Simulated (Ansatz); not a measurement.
We consider tetragonal HfO2 (model structure) (like a known high-temperature phase), described by PBE-D3(BJ) in Ansatz (PAW).

Numerical settings: plane-wave cutoff 500 eV, 8×8×6 k mesh (along the axes of the cell as run), gaussian smearing 0.02 eV, scalar-relativistic PAW data made under PBE.

Cell (relaxed at this level):

```
CELL_PARAMETERS angstrom
      3.58761     0.00000     0.00000
      0.00000     3.58761     0.00000
      0.00000     0.00000     5.21226
ATOMIC_POSITIONS crystal
  Hf 0.00000 0.00000 0.00000
  Hf 0.50000 0.50000 0.50000
  O  0.00000 0.50000 0.19744
  O  0.00000 0.50000 0.69744
  O  0.50000 0.00000 0.30256
  O  0.50000 0.00000 0.80256
```

**Question.** Estimate the band gap that the calculation returns.

**Answer.** 
band gap: 4.67 eV (on the SCF k mesh)

Note: held by symmetry at 0 K, a high-temperature phase can be a saddle point.

Spin–orbit coupling is not included.

The computed numbers hold no vibrational or temperature effects.

It cost about 90 core-seconds (a rough figure) of CPU time.

A model structure was made by putting elements into a prototype or built by hand; it is no filed structure, need not be a known phase, and can be a saddle point held by its symmetry.

Ansatz is a first-principles code.
